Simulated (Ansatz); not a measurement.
The starting structures come from a database of crystals and need not be the phases stable at ambient conditions.

**Evanescent states of TlAgI$_{2}$ (I4/mcm, not sure to be the ambient phase, 8 atoms a cell, 32.7 Å³ an atom) along the normal of (110)**

Computed with r2SCAN (plane waves, PAW; Ansatz, an electronic-structure program).

The gap is the functional's own, uncorrected, and κ follows it; spin-orbit coupling is left out. Mid-gap values are interpolated between the computed energies.

Energies count from the valence-band top; κ is the least over a 6×6 mesh across the current.

```json
[
 {"E (eV)": "0.05", "κ (1/Å)": "0.082", "where": "off Γ"},
 {"E (eV)": "0.15", "κ (1/Å)": "0.129", "where": "off Γ"},
 {"E (eV)": "0.25", "κ (1/Å)": "0.154", "where": "off Γ"},
 {"E (eV)": "0.35", "κ (1/Å)": "0.171", "where": "off Γ"},
 {"E (eV)": "0.45", "κ (1/Å)": "0.184", "where": "off Γ"},
 {"E (eV)": "0.55", "κ (1/Å)": "0.194", "where": "off Γ"},
 {"E (eV)": "0.65", "κ (1/Å)": "0.202", "where": "off Γ"},
 {"E (eV)": "0.75", "κ (1/Å)": "0.208", "where": "off Γ"},
 {"E (eV)": "0.85", "κ (1/Å)": "0.210", "where": "off Γ"},
 {"E (eV)": "0.95", "κ (1/Å)": "0.208", "where": "off Γ"},
 {"E (eV)": "1.05", "κ (1/Å)": "0.204", "where": "off Γ"},
 {"E (eV)": "1.15", "κ (1/Å)": "0.199", "where": "off Γ"},
 {"E (eV)": "1.25", "κ (1/Å)": "0.192", "where": "off Γ"},
 {"E (eV)": "1.35", "κ (1/Å)": "0.183", "where": "off Γ"},
 {"E (eV)": "1.45", "κ (1/Å)": "0.171", "where": "off Γ"},
 {"E (eV)": "1.55", "κ (1/Å)": "0.153", "where": "off Γ"},
 {"E (eV)": "1.65", "κ (1/Å)": "0.127", "where": "off Γ"},
 {"E (eV)": "1.75", "κ (1/Å)": "0.079", "where": "off Γ"}
]
```

Task: How thick must the barrier be to attenuate the transmission by 10^8 when the electrodes' Fermi level lies at 1.65 eV, and what attenuation does that film give at 1.55 eV?

Result: d = 8 ln 10 / (2 × 0.127) = 72.5 Å. At 1.55 eV it gives 8 × 0.153/0.127 = 9.6 decades.
